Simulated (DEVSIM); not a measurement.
Structure: Schottky contact on n-type Si, at 250 K.

Layer 1 from the left is Si, thickness (μm) 2.80, Nd (cm⁻³) 9.8e15, τn (s) 6e-6, τp (s) 6e-6. Layer 2 from the left is Si, thickness (μm) 0.680, Nd (cm⁻³) 2.4e18, τn (s) 6e-6, τp (s) 6e-6.

Left contact: Schottky, work function 4.48 eV, emission velocity 4.1e6 cm/s. Right contact: ohmic. Voltage is applied to the left contact. Recombination: SRH at mid-gap, radiative. Mobility is μmin + (μ − μmin)/(1 + (N/Nref)^α).

This is a model device: material constants are rounded textbook-type values typed into the input, and sizes, dopings and lifetimes were drawn at random. Values at 300 K; Nc and Nv go as T^1.5, mobilities as T to minus their exponent, the gap by Varshni's rule with the affinity fixed.

Si: gap (eV) 1.124, affinity (eV) 4.05, permittivity 11.7, Nc (cm⁻³) 2.86e19, Nv (cm⁻³) 3.1e19, μn (cm²/Vs) 1417, μp (cm²/Vs) 470, μn,min 52, μp,min 45, Nref,n 9.7e16, Nref,p 2.2e17, αn 0.68, αp 0.72, T exponent of μn 2.3, T exponent of μp 2.2, B (cm³/s) 4.7e-15, Varshni α (eV/K) 0.000473, Varshni β (K) 636.

Model (solved in DEVSIM): 1D drift-diffusion, Boltzmann statistics, complete ionisation; no tunnelling, impact ionisation, image-force lowering or self-heating. Metal contacts follow the ideal Schottky-Mott rule: no Fermi-level pinning, no interface dipoles.

Dark forward current:

```tsv
|V| (V)	|J| (A/cm²)
0.05	0.2554
0.10	2.774
0.15	25.01
0.20	143.2
0.25	413.7
0.30	781.1
0.35	1197
0.40	1639
0.45	2097
```

Work out the local ideality factor n = ΔV / (kT/q · ln(J2/J1)) between the rows 0.10 and 0.15 V, 0.40 and 0.45 V.

kT/q = 21.54 mV. From 0.10 to 0.15 V: ln(25.01/2.774) = 2.199, n = 1.06, near the 1 of diffusion or emission over a barrier. From 0.40 to 0.45 V: ln(2097/1639) = 0.246, n = 9.42; the layers' resistance at their doping, Σ W/(qμN) = 1.0e-4 Ω cm², would take 46 mV of this step of 50 mV.

Estimate the current at 0.10 V for emission alone, J0 = q v N_band exp(−φB/kT), and read the barrier back from the simulated current.

φB = 0.430 eV, N_band = 2.18e19 cm⁻³, J0 = 0.0306 A/cm²; J = J0 (exp(qV/kT) − 1) = 3.14 A/cm². The simulation gives 2.77 A/cm²; the estimate lies 13 % above. Read backwards, the simulated current gives an apparent barrier of 0.433 eV. The estimate leaves out transport through the depletion region and minority injection.
